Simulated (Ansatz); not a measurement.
The reference is ZnGeP2 in the chalcopyrite structure (space group I-42d, No. 122).

```xyz
8
Lattice="-2.6870 2.6870 5.3127 2.6870 -2.6870 5.3127 2.6870 2.6870 -5.3127" Properties=species:S:1:pos:R:3 pbc="T T T"
Zn     0.0000     0.0000     0.0000
Zn     0.0000     2.6870     2.6564
Ge     0.0000     0.0000     5.3127
Ge     2.6870     0.0000     2.6564
P      1.3414     1.3435     6.6409
P      1.3435    -1.3414     3.9846
P      1.3456     1.3435     1.3282
P      1.3435     4.0283    -1.3282
```

Cartesian axes are those of the cell as printed.

Method: DFT with LDA, PAW potentials and a 420 eV plane-wave cutoff in Ansatz (an electronic-structure program), no SOC.

For the base:

The valence-band top at Γ is 0.00, -0.07, -0.07 eV, the band gap is 1.00 eV and the shortest interatomic distance is 4.378 bohr.

It is then changed as follows: tensor shear ε_xz = +1.20 % (engineering shear γ = 0.0240), atoms relaxed at fixed cell.

Q: Estimate the effect on the valence-band top at Γ, largest internal atomic displacement, stress, band gap and shortest interatomic distance.

A: The valence-band top at Γ (three highest levels, from the VBM) changes from 0.00, -0.07, -0.07 eV to 0.00, -0.15, -0.21 eV; the largest internal atomic displacement comes out as 0.014 Å; the stress (xx, yy, zz, yz, xz, xy; compression positive) comes out as (0.02, -0.01, 0.02, 0.00, -1.68, 0.00) GPa; the band gap shrinks by 0.12 eV, from 1.00 eV to 0.88 eV; the shortest interatomic distance shrinks by 0.015 bohr, from 4.378 bohr to 4.363 bohr.

The cells carry an imposed strain or load. Whether these cells are dynamically stable was not tested.
